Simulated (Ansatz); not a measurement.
Consider the following.

```
CdSe
1.0
    0.00000     3.01038     3.01038
    3.01038     0.00000     3.01038
    3.01038     3.01038     0.00000
Cd Se
1 1
Cartesian
  0.00000   0.00000   0.00000
  1.50519   1.50519   1.50519
```

No spin polarisation.

All numbers come from PBEsol (Ansatz, a program for electronic structure; PAW; 420 eV plane waves; scalar-relativistic without spin-orbit coupling). k-mesh 9×9×9 (Γ-centred); smearing 0.05 eV (Fermi–Dirac).

Task: Predict the pressure, hole mass, electron mass and gap character.

Result: 
- Pressure: 16.9 kbar
- Hole mass (degenerate bands, along [100]): 0.055, 0.63, 0.63 mₑ (at Γ)
- Electron mass: 0.053 mₑ (at Γ)
- Gap character: direct at Γ

The cells carry an imposed strain or load. Effective masses come from finite differences of ±0.01 Å⁻¹. No phonon test of stability was made. The cell was made from CdSe in the zinc blende structure (space group F-43m, No. 216) by this change: isotropic strain −1.00 %.
